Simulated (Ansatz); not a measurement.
Start from InSb in the zinc blende structure (space group F-43m, No. 216).

```yaml
crystal:
  lattice:
    - [0.00000, 3.25944, 3.25944]
    - [3.25944, 0.00000, 3.25944]
    - [3.25944, 3.25944, 0.00000]
  atoms:
    - { symbol: In, position: [0.00000, 0.00000, 0.00000] }
    - { symbol: Sb, position: [0.25000, 0.25000, 0.25000] }
```

Cartesian axes are those of the cell as printed.

The values are results of PBEsol/PAW in Ansatz (a quantum-chemistry and plane-wave program), no spin-orbit coupling, not measurements.

Base values:

The pressure is 0.0 GPa and the shortest interatomic distance is 2.823 Å. The band gap is zero.

One thing is altered: the cell is stretched by 2.00 % along z with no lateral relaxation; the atoms relax in the strained cell.

### Question
How does this affect the energy relative to the base, pressure, shortest interatomic distance and band gap?

### Answer
The energy grows by 2.6 meV/atom; the pressure (mean of the normal stresses, compression positive) goes from zero to -0.8 GPa; the shortest interatomic distance increases by 0.019 Å (2.823 Å → 2.842 Å); the band gap remains zero.

With Sb present, leaving out spin-orbit coupling can change the band edges. Whether these cells are dynamically stable was not tested. The final runs are not spin-polarised. A zero or small gap of InSb can be the functional's error rather than a property of the material.
